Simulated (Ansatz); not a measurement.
Given:

End structure of a constructed model of the (0001) surface of hcp Hf (in the relaxation 1 Hf–Hf bonds formed), a layer of Rh in place of the second plane (bottom of the slab: a bare face, its two planes held):

```yaml
crystal:
  lattice:
    - [3.20485, 0.00000, 0.00000]
    - [-1.60243, 2.77549, 0.00000]
    - [0.00000, 0.00000, 28.50000]
  atoms:
    - { symbol: Hf, position: [0.66667, 0.33333, 0.28470] }
    - { symbol: Hf, position: [0.33333, 0.66667, 0.37360] }
    - { symbol: Hf, position: [0.66667, 0.33333, 0.46464] }
    - { symbol: Hf, position: [0.33333, 0.66667, 0.55259] }
    - { symbol: Rh, position: [0.66667, 0.33333, 0.62732] }
    - { symbol: Hf, position: [0.33333, 0.66667, 0.69187] }
```

Model: 6-atom slab, 12.3 Å thick at the start, 13x13x1 mesh, Fermi-Dirac 0.1 eV, dipole correction, 2 atoms held, the rest relaxed; held to the start's symmetry, so lower structures may exist; no spin, no spin-orbit, no U. It is one candidate, not shown to be the stable structure of the face.

Problem. Estimate the work function of the top face that PBE run with Ansatz (a quantum-chemistry and plane-wave program) returns for this input.

Solution. 3.92 eV
